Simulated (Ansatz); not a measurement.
The cell is built on a prototype and need not be the phase stable at ambient conditions.

By r2SCAN, the system below comes out a metal.

Given:

```xyz
8
Lattice="4.3733 0.0000 0.0000 0.0000 4.1840 0.0000 0.0000 0.0000 12.1383" Properties=species:S:1:pos:R:3 pbc="T T T"
In     3.2799     3.1380     1.5172
In     1.0933     1.0460     4.5520
In     1.0933     1.0460    10.6211
In     3.2799     3.1379     7.5863
Sb     3.2799     3.1382    10.6209
Sb     1.0933     5.2302     7.5866
Sb     1.0933     1.0458     1.5174
Sb     3.2799    -1.0462     4.5517
```

Space group of this cell: Immm. The cell was relaxed by PBE-D3(BJ); by r2SCAN its mean pressure is 0.9 GPa.

The current flows along the normal of the first two printed cell vectors. No spin-orbit coupling; the value is a mean over 0.1 eV about the Fermi level.

Task: Predict the ballistic conductance per area from r2SCAN in Ansatz (a first-principles code).

Result: 0.78 × 10¹⁵ S/m² for both spins.
